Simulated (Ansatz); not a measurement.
The parent structure is GaSe in the beta-GaS type structure (space group P6_3/mmc, No. 194; layered, stacked along the Cartesian z axis).

```xyz
8
Lattice="3.7690 0.0000 0.0000 -1.8845 3.2641 0.0000 0.0000 0.0000 15.9597" Properties=species:S:1:pos:R:3 pbc="T T T"
Ga     0.0000     2.1760     2.7682
Ga     1.8845     1.0880    10.7480
Ga     1.8845     1.0880    13.1915
Ga     0.0000     2.1760     5.2117
Se     0.0000     2.1760     9.5693
Se     1.8845     1.0880     1.5895
Se     1.8845     1.0880     6.3904
Se     0.0000     2.1760    14.3702
```

Levels (all Ansatz, a quantum-chemistry and plane-wave program, PAW): PBE-D3(BJ) (420 eV, no SOC); PBE+SOC (420 eV, with spin-orbit coupling).

The geometry is relaxed with PBE-D3(BJ).

| Property | Value |
|---|---|
| PBE-D3(BJ) lowest conduction level above the VBM at special points | Γ 0.87 eV; M 1.02 eV; L 1.37 eV; K 1.43 eV |
| PBE-D3(BJ) electron mass | 0.095 mₑ along c, 0.12 mₑ across (at Γ) |
| PBE-D3(BJ) hole mass | 0.082 mₑ along c, 1.5 mₑ across (at Γ) |

Predict the lowest conduction level above the VBM at special points, electron mass and hole mass from PBE+SOC.

The lowest conduction level above the VBM at special points goes from Γ 0.87 eV; M 1.02 eV; L 1.37 eV; K 1.43 eV to Γ 0.84 eV; M 0.99 eV; L 1.34 eV; K 1.40 eV; the electron mass becomes 0.094 mₑ along c, 0.12 mₑ across (at Γ) (PBE-D3(BJ): 0.095 mₑ along c, 0.12 mₑ across (at Γ)); the hole mass changes from 0.082 mₑ along c, 1.5 mₑ across (at Γ) to 0.082 mₑ along c, 1.0 mₑ across (at Γ).

Single points use the geometry relaxed with PBE-D3(BJ). The spin-orbit shifts are approximate. The levels and masses belong to the bands next to the band gap. Effective masses come from finite differences of ±0.01 Å⁻¹. No phonon test of stability was made.
